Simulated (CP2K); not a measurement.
A self-consistent single point of La2Cu2SeSO2 (P4mm, 8 atoms in the cell) with CP2K.

Level of theory: LDA (Pade form), GPW, DZVP-MOLOPT-SR-GTH basis, GTH-PADE potentials (GTH_POTENTIALS) (CP2K).

```yaml
crystal:
  lattice:
    - [4.06144, 0.00000, 0.00000]
    - [0.00000, 4.06144, 0.00000]
    - [0.00000, 0.00000, 8.76816]
  atoms:
    - { symbol: La, position: [0.50000, 0.50000, 0.85885] }
    - { symbol: La, position: [0.00000, 0.00000, 0.14590] }
    - { symbol: Cu, position: [0.00000, 0.50000, 0.49163] }
    - { symbol: Cu, position: [0.50000, 0.00000, 0.49163] }
    - { symbol: Se, position: [0.00000, 0.00000, 0.66815] }
    - { symbol: S, position: [0.50000, 0.50000, 0.33867] }
    - { symbol: O, position: [0.00000, 0.50000, 0.00259] }
    - { symbol: O, position: [0.50000, 0.00000, 0.00259] }
```

Reference input (self-consistent single point, DFT PBEsol, GPW, DZVP-MOLOPT-SR-GTH basis, GTH-PBE potentials (GTH_POTENTIALS)): CUTOFF = 600 Ry; REL_CUTOFF = 50 Ry; SMEAR/METHOD = FERMI_DIRAC; ELECTRONIC_TEMPERATURE = 232.09 K; KPOINTS/SCHEME = MONKHORST-PACK 5 5 3; XC_FUNCTIONAL = PBE:PBESOL; La/BASIS_SET = DZVP-MOLOPT-SR-GTH-q11; La/POTENTIAL = GTH-PBE-q11; Cu/BASIS_SET = DZVP-MOLOPT-SR-GTH-q11; Cu/POTENTIAL = GTH-PBE-q11; Se/BASIS_SET = DZVP-MOLOPT-SR-GTH-q6; Se/POTENTIAL = GTH-PBE-q6. This run's input differs from it in these lines:

```diff
@@ -44,6 +44,3 @@
     &XC
-      &XC_FUNCTIONAL
-        &PBE
-          PARAMETRIZATION PBESOL
-        &END PBE
+      &XC_FUNCTIONAL PADE
       &END XC_FUNCTIONAL
@@ -85,3 +82,3 @@
       BASIS_SET DZVP-MOLOPT-SR-GTH-q11
-      POTENTIAL GTH-PBE-q11
+      POTENTIAL GTH-PADE-q11
     &END KIND
@@ -89,3 +86,3 @@
       BASIS_SET DZVP-MOLOPT-SR-GTH-q11
-      POTENTIAL GTH-PBE-q11
+      POTENTIAL GTH-PADE-q11
     &END KIND
@@ -93,3 +90,3 @@
       BASIS_SET DZVP-MOLOPT-SR-GTH-q6
-      POTENTIAL GTH-PBE-q6
+      POTENTIAL GTH-PADE-q6
     &END KIND
@@ -97,3 +94,3 @@
       BASIS_SET DZVP-MOLOPT-SR-GTH-q6
-      POTENTIAL GTH-PBE-q6
+      POTENTIAL GTH-PADE-q6
     &END KIND
@@ -101,3 +98,3 @@
       BASIS_SET DZVP-MOLOPT-SR-GTH-q6
-      POTENTIAL GTH-PBE-q6
+      POTENTIAL GTH-PADE-q6
     &END KIND
```

Output, abridged:

```
 SCF WAVEFUNCTION OPTIMIZATION

  Step     Update method      Time    Convergence         Total energy    Change
     1 NoMix/Diag. 0.30E+00      -     1.03667137      -212.3883504441 -2.12E+02
     2 Broy./Diag. 0.30E+00      -     0.58970089      -213.8960654200 -1.51E+00
     3 Broy./Diag. 0.30E+00      -     0.13238234      -207.8719405358  6.02E+00
     4 Broy./Diag. 0.30E+00      -     0.15507381      -210.4274242372 -2.56E+00
     5 Broy./Diag. 0.30E+00      -     0.06132134      -212.4466909638 -2.02E+00
     6 Broy./Diag. 0.30E+00      -     0.02189841      -211.4379404374  1.01E+00
   [... 11 lines left out ...]
    18 Broy./Diag. 0.30E+00      -     0.00000265      -211.8819558893  1.18E-05
    19 Broy./Diag. 0.30E+00      -     0.00000016      -211.8819584282 -2.54E-06
    20 Broy./Diag. 0.30E+00      -     0.00000015      -211.8819599949 -1.57E-06
    21 Broy./Diag. 0.30E+00      -     0.00000004      -211.8819598443  1.51E-07
  *** SCF run converged in    21 steps ***

  Overlap energy of the core charge distribution:               0.00000000358404
  Self energy of the core charge distribution:               -382.52331508557609
  Core Hamiltonian energy:                                    101.83195962598433
  Hartree energy:                                             103.97255567797303
  Exchange-correlation energy:                                -35.16316006630473
  Electronic entropic energy:                                  -0.00000000000000
  Fermi energy:                                                 0.30368145764612

  Total energy:                                              -211.88195984433941
  Total energy (extrapolated to T->0):                       -211.88195984433941

   [... lines left out ...]

 STRESS| Analytical stress tensor [bar]
 STRESS|                        x                   y                   z
 STRESS|      x       -8.11157151880E+04   6.63648536678E-04  -4.54638231182E-05
 STRESS|      y        6.63648536678E-04  -8.11158642149E+04  -4.54416238408E-05
 STRESS|      z       -4.54638231182E-05  -4.54416238408E-05  -7.36305602784E+04
 STRESS| 1/3 Trace                                            -7.86207132271E+04
```

The run converged in 21 iterations. Against the reference run the pressure goes from -4.57 to -7.86 GPa, the largest force goes from 0.234 to 0.452 eV/Å and the gap on the mesh goes from 1.402 to 1.380 eV.

The starting cell comes from a database of computed structures (which also holds hypothetical and non-ambient phases and stackings), without a prior relaxation at this level. Its lattice was rescaled by a random factor within 2.5 % of one. Values carry the incompleteness of an atom-centred basis. With a pressure of about -8 GPa the cell is away from its equilibrium volume at this level.

Cost on one core of a shared machine: roughly 60 s.
